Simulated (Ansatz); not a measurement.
Consider a periodic stack without vacuum, zinc-blende GaAs (1 1 1) on diamond (1 1 1) (film strained to the substrate, started from cuts of the bulks and a machine-learned relaxation; slabs C98 and As12Ga12, which can lie off the formulas): substrate slab C98, film As12Ga12, surface cells [[-2, 3], [-3, 1]] and [[2, -1], [1, 1]], film strained by -5.0 and -5.0 %, outermost planes C/C and As/Ga as cut, which need not be the usual terminations and can put a slab off its formula. Its start:

```
CELL_PARAMETERS angstrom
      6.68176     0.00000    -0.00190
      3.34088     5.78657    -0.00476
      0.86671    -2.22368    29.56497
ATOMIC_POSITIONS crystal
  C  0.93208 0.08583 0.04904
  C  0.64383 0.93996 0.04970
  C  0.07708 0.65253 0.04828
  C  0.36113 0.79957 0.04972
  C  0.78853 0.51193 0.04903
  C  0.50527 0.36660 0.04993
  C  0.21850 0.22629 0.05084
  C  0.32129 0.60052 0.03441
  C  0.03406 0.45586 0.03474
  C  0.45968 0.17256 0.03591
  C  0.74493 0.31699 0.03541
  C  0.17510 0.03225 0.03537
  C  0.88852 0.88727 0.03359
  C  0.60246 0.74433 0.03548
  C  0.52902 0.58675 0.12017
  C  0.24272 0.44473 0.12022
  C  0.67193 0.15783 0.12018
  C  0.95681 0.30096 0.12023
  C  0.38618 0.01509 0.12047
  C  0.10006 0.87218 0.11985
  C  0.81542 0.72892 0.11987
  C  0.91519 0.10330 0.10262
  C  0.63012 0.96046 0.10298
  C  0.05856 0.67519 0.10201
  C  0.34353 0.81854 0.10297
  C  0.77293 0.53213 0.10274
  C  0.48656 0.38954 0.10312
  C  0.20068 0.24715 0.10359
  C  0.12542 0.08966 0.18993
  C  0.84001 0.94680 0.18989
  C  0.26840 0.66155 0.18993
  C  0.55458 0.80392 0.18994
  C  0.98263 0.51845 0.18994
  C  0.69687 0.37551 0.19000
  C  0.41121 0.23289 0.18994
  C  0.51225 0.60692 0.17253
  C  0.22620 0.46455 0.17256
  C  0.65507 0.17821 0.17253
  C  0.94038 0.32117 0.17257
  C  0.36937 0.03537 0.17268
  C  0.08347 0.89249 0.17237
  C  0.79828 0.74951 0.17237
  C  0.72233 0.59302 0.25959
  C  0.43652 0.45014 0.25958
  C  0.86512 0.16438 0.25964
  C  0.15071 0.30751 0.25955
  C  0.57943 0.02170 0.25955
  C  0.29359 0.87887 0.25959
  C  0.00814 0.73599 0.25959
  C  0.10867 0.11012 0.24219
  C  0.82321 0.96719 0.24217
  C  0.25171 0.68164 0.24218
  C  0.53750 0.82435 0.24219
  C  0.96591 0.53885 0.24218
  C  0.68025 0.39574 0.24223
  C  0.39446 0.25306 0.24216
  C  0.31846 0.09685 0.32909
  C  0.03303 0.95372 0.32950
  C  0.46161 0.66753 0.32909
  C  0.74784 0.81082 0.32910
  C  0.17617 0.52504 0.32934
  C  0.89038 0.38206 0.32927
  C  0.60461 0.23903 0.32935
  C  0.70551 0.61343 0.31182
  C  0.41983 0.47021 0.31180
  C  0.84834 0.18473 0.31194
  C  0.13380 0.32814 0.31179
  C  0.56251 0.04215 0.31177
  C  0.27653 0.89930 0.31184
  C  0.99154 0.75639 0.31185
  C  0.91618 0.59940 0.39870
  C  0.63046 0.45598 0.39869
  C  0.05786 0.17160 0.39918
  C  0.34369 0.31383 0.39900
  C  0.77185 0.02936 0.39945
  C  0.48705 0.88539 0.39754
  C  0.20156 0.74308 0.39934
  C  0.30138 0.11765 0.38136
  C  0.01605 0.97396 0.38205
  C  0.44472 0.68757 0.38133
  C  0.73142 0.83129 0.38133
  C  0.15953 0.54568 0.38176
  C  0.87362 0.40253 0.38162
  C  0.58778 0.25924 0.38176
  C  0.50987 0.10005 0.46748
  C  0.23087 0.96065 0.46773
  C  0.65550 0.67420 0.46460
  C  0.94122 0.81650 0.46541
  C  0.37113 0.53070 0.46528
  C  0.08236 0.39229 0.46816
  C  0.79639 0.24710 0.46878
  C  0.89550 0.62609 0.45227
  C  0.60904 0.48187 0.45209
  C  0.04252 0.19126 0.45216
  C  0.32861 0.33741 0.45252
  C  0.75581 0.04534 0.45344
  C  0.47249 0.90290 0.45008
  C  0.18338 0.76284 0.45423
  As 0.04757 0.42449 0.53671
  As 0.37031 0.02600 0.52757
  As 0.74923 0.32430 0.53441
  As 0.95542 0.09148 0.65326
  As 0.27212 0.43513 0.65447
  As 0.62306 0.76822 0.65354
  As 0.91415 0.47814 0.77189
  As 0.25022 0.81363 0.77098
  As 0.58096 0.14731 0.77167
  As 0.89331 0.84965 0.88715
  As 0.21740 0.18780 0.89129
  As 0.54874 0.52082 0.89020
  Ga 0.61908 0.42267 0.62683
  Ga 0.96204 0.75299 0.61702
  Ga 0.29710 0.08354 0.62031
  Ga 0.59457 0.80014 0.73759
  Ga 0.92524 0.13294 0.73751
  Ga 0.25645 0.46801 0.73856
  Ga 0.55928 0.17459 0.85446
  Ga 0.89552 0.50235 0.85491
  Ga 0.23617 0.84249 0.85381
  Ga 0.50544 0.54358 0.97276
  Ga 0.81644 0.90969 0.96757
  Ga 0.19218 0.22283 0.97437
```

The start was prepared with a machine-learned potential, and the result is one local minimum, with the in-plane cell held and forces under 0.04 eV/Å; the film can end far from its bulk form.

Calculation: PBE (plane waves to 420 eV, PAW; Ansatz, a program for electronic structure). No spin–orbit coupling; PBE gaps are too small against experiment. Its k-point mesh 4×4×1, Fermi–Dirac width 0.05 eV.

Question: Predict the relaxed interface.

Answer: 
- interface area: 38.7 Å²
- period: 29.02 Å
- heights between the nearest atoms of the two slabs at the two interfaces: 1.55 and 1.68 Å
- C–Ga contacts across the interfaces within 1.22 times the sum of covalent radii: 9, mean 2.18 Å
- As–C contacts across the interfaces within 1.22 times the sum of covalent radii: 6, mean 2.14 Å
- two interfaces: unlike, so that offsets are their mean
- spin-polarised check at this geometry: keeps a moment, energy -0.14 eV
- slope of the mean potential energy in the substrate: -8.5 MV/cm × e
